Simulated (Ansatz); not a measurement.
The reference is BaTe in the rock salt structure (space group Fm-3m, No. 225).

```
CELL_PARAMETERS angstrom
      0.00000     3.47069     3.47069
      3.47069     0.00000     3.47069
      3.47069     3.47069     0.00000
ATOMIC_POSITIONS crystal
  Ba 0.00000 0.00000 0.00000
  Te 0.50000 0.50000 0.50000
```

Cartesian axes are those of the cell as printed.

Calculations: PBEsol (Ansatz, an electronic-structure program; PAW; 420 eV plane waves; no spin-orbit coupling).

For the base:

| Property | Value |
|---|---|
| Band gap | 1.46 eV |
| Electron mass | 1.3 mₑ along k, 0.26 mₑ across (at X) |

Now apply this change: tensile biaxial strain of 2.50 % in the plane normal to [001], as in epitaxy on a mismatched substrate; the out-of-plane cell vector and the atoms relax.

### Question
What does the calculation give for the band gap, electron mass and energy relative to the base after the change?

### Answer
The band gap goes up by 0.04 eV, from 1.46 eV to 1.50 eV; the electron mass changes from 1.3 mₑ along k, 0.26 mₑ across (at X) to 1.3 mₑ along k, 0.28 mₑ across (at X); the energy grows by 13 meV/atom.

With Te present, leaving out spin-orbit coupling can change the band edges. Effective masses come from finite differences of ±0.01 Å⁻¹. Along k means along the line from Γ to the band edge. Stability against distortions was not tested.
